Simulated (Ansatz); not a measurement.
Worked example: relaxation of cell and atoms of Zn₃FeS₄ (R3m, 8 atoms in the cell) in Ansatz (a program for electronic structure).

Method: LDA (PW92), default PAW files made with PBE (plane waves; Ansatz).

```
Zn3FeS4
1.0
    1.91745     1.10704    12.56759
   -1.91745     1.10704    12.56759
    0.00000    -2.21409    12.56759
Zn Fe S
3 1 4
Direct
  0.00004   0.00004   0.00004
  0.75006   0.75006   0.75006
  0.50008   0.50008   0.50008
  0.25011   0.25011   0.25011
  0.06248   0.06248   0.06248
  0.81247   0.81247   0.81247
  0.56276   0.56276   0.56276
  0.31202   0.31202   0.31202
```
Moments meant for the start (each program seeds them in its own way; μB, in the order of the atoms Zn Zn Zn Fe S S S S): 0.0 0.0 0.0 4.0 0.0 0.0 0.0 0.0.

Reference input (self-consistent single point, DFT, LDA (PW92), plane waves, default PAW files made with PBE): kpoints.mp_grid.grid = 7 7 7; hamiltonian.xc = lda; hamiltonian.pseudopotentials = {kind: paw} (the program's default PAW files); magnetization.spin_polarized = true; scf.occupations.method = methfessel_paxton; scf.occupations.width = 0.0037 Ry. This run's input differs from it in these lines:

```diff
@@ -24,2 +24,4 @@
   occupations: { method: methfessel_paxton, width: 0.0037 Ry }
+relax:
+  cell: {}
 output:
```

Output (repeated stretches shortened):

```
   [... SCF lines of the steps left out ...]
relax step   1: F+E_penalty+E_count = -17641.43001980 eV  Δ(F+E_penalty+E_count) = +0.000e0 eV  max|allowed force component| = 1.577e-1 eV/Å  Δτ_max = 0.0000 Å  P = -6.429 GPa  Ω = 160.064 Å³  (25 SCF iters, dr2 threshold 1.00e-7 eV, accepted)
relax step   2: F+E_penalty+E_count = -17641.70589378 eV  Δ(F+E_penalty+E_count) = -2.759e-1 eV  max|allowed force component| = 1.853e-1 eV/Å  Δτ_max = 0.0162 Å  P = -3.150 GPa  Ω = 151.519 Å³  energy of the carried Pulay correction = +2.310e-3 eV  [...]
   [... lines left out ...]
relax step   7: F+E_penalty+E_count = -17641.77968274 eV  Δ(F+E_penalty+E_count) = -8.324e-6 eV  max|allowed force component| = 1.031e-3 eV/Å  Δτ_max = 0.0009 Å  P = -0.001 GPa  Ω = 143.178 Å³  energy of the carried Pulay correction = +4.691e-3 eV  [...]
relax step   8: F+E_penalty+E_count = -17641.77548500 eV  Δ(F+E_penalty+E_count) = +4.198e-3 eV  max|allowed force component| = 1.348e-3 eV/Å  Δτ_max = 0.0000 Å  P = -0.008 GPa  Ω = 143.178 Å³  stress off target by 8.86e-3 GPa  SCF on the basis [...]
basis re-selected at this cell: Δ(F+E_penalty+E_count) = +4.198e-3 eV, ΔP = -0.007 GPa vs the last step
the relaxation is at rest under the 6 symmetry operations that the run kept from its start: a minimum is not shown …
the relaxation's final electronic state is not compared with the one that a single-point calculation of its input finds at the relaxed geometry …
   [... lines left out ...]
Absolute magnetization: 2.8658 μB (∫|ρ↑−ρ↓|, with the PAW one-centre terms)
Free energy (F): -17641.775485 eV
Fermi energy:    7.949041 eV
  cell:  # Å, volume = 143.1783 Å³
   [... lines left out ...]
    - { symbol: S, position: [0.061948752429154, 0.061948752429154, 0.061948752429154] }
    - { symbol: S, position: [0.813179849828431, 0.813179849828431, 0.813179849828431] }
    - { symbol: S, position: [0.5647472612753331, 0.5647472612753331, 0.5647472612753331] }
    - { symbol: S, position: [0.3099983453644984, 0.3099983453644984, 0.3099983453644984] }
```

The run converged.  The full log also holds: “iter 42 did not close the SCF: its close was put off for a magnetic moment that had not settled (scf_convergence_deferred on its scf_iter line)”.

Summary of the result:
```
Item                                                                                 Value
-----------------------------------------------  -----------------------------------------
Free energy E − TS (on the zero of these files)                             -17641.7755 eV
Fermi level (on the code's own zero)                                               7.95 eV
Pressure                                                                         -0.01 GPa
Largest force (vector length)                                                   0.001 eV/Å
Size of the cell's spin moment                                                     2.86 μB
Final cell                                       a = b = c = 12.3697 Å, α = β = γ = 17.13°
Final volume per atom                                                             17.90 Å³
Relaxation steps                                                                         8
```

The starting cell comes from a database of computed structures (which also holds hypothetical and non-ambient phases and stackings), without a prior relaxation at this level. With one magnetic atom in the cell only a parallel order is possible. The relaxation keeps the symmetry of its start, so its end need not be a minimum. Ansatz's pressure includes its estimate of the finite-basis (Pulay) stress.

Cost on one core of a shared machine: roughly 8 min.

Keys are those of Ansatz 0.2.
